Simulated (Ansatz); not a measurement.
A computed series for Al: response to strain

Take Al in the fcc (Cu type) structure (space group Fm-3m, No. 225; a = 4.0412 Å; relaxed with 0.1 eV smearing) as the base.

Strains are applied to the cell and any free atomic positions relax.

Method: PBE in Ansatz (plane waves to 420 eV, PAW, no spin-orbit coupling).

Notes on the quantities. energy relative to the base: free energy F.

```csv
isotropic strain (%),energy relative to the base (meV/atom)
-2.5,24.6
-2,15.4
-1,3.7
-0.5,?
0,0.0
0.5,0.9
1,3.5
2,13.4
3,29.0
```

Q: Fit ΔE = Aε² + Bε³ (ε in %) to the rows shown and predict the withheld row.

A: Least squares on the printed values gives A = 3.61 and B = -0.13 meV/atom (largest residual 0.1 meV/atom); this predicts 0.9 meV/atom, and the run gives 0.9 meV/atom, in agreement.

Whether these cells are dynamically stable was not tested.

Ansatz is an electronic-structure program.
